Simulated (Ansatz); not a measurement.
**PbO2: stress against strain**

PbO2 (rutile, P4_2/mnm, 14.205 Å³/atom at rest, c along z) under a strain ε along c (axis z), the other axes held. PBEsol in Ansatz, a plane-wave DFT program (PAW, default set), 420 eV, 7×7×10 Γ-centred mesh, Fermi-Dirac smearing 0.05 eV; ions are relaxed within the symmetry of each cell. Stress is positive for a compressed cell.

Here s stands for strain and y for stress zz.

| strain (%) | stress zz (GPa) |
|---|---|
| -1.20 | 3.29 |
| -0.60 | 1.62 |
| 0.00 | 0.01 |
| 0.60 | -1.55 |
| 1.20 | -3.02 |
| 3.00 | ? |

Fit y of the 5 rows that show it with a straight line. Means: s 0, y 0.070. About the means, the sum of products is -9.4740 and the sum of squares of s is 3.6000; the slope is their ratio. Least squares gives y = 0.070 - 2.6317·s. Residuals (row less fit): 0.062, -0.029, -0.060, -0.041, 0.068; standard error 0.070 (degrees of freedom: 3). The slope gives the elastic constant C33 = 263 ± 4 GPa.

Question: Estimate the missing y (s = 3.00); what did the run itself give?

Answer: y = 0.070 - 2.6317 × 3.0 = -7.825 GPa. The calculation gives -7.01 GPa, 0.815 GPa above the prediction (7.9 % of the range of y in the table). The row lies outside the fitted rows, so this is an extrapolation. From the scatter of the fitted rows alone, a prediction at this place has a standard error of 0.134 GPa, so the miss is 6.1 times that.

One order more, fitted to all 11 runs of the series, follows each within 0.02, so the miss is the next term of a smooth law. In a metal these values are sensitive to mesh and smearing; energies are taken to zero smearing, stresses follow the free energy. Rows are the converged runs of the series near zero and its far end; series whose fitted rows scatter by over a few per cent of the range, as at a crossing or softening among them, aren't shown in this form. Most that stay on the fit to the last digits aren't either.
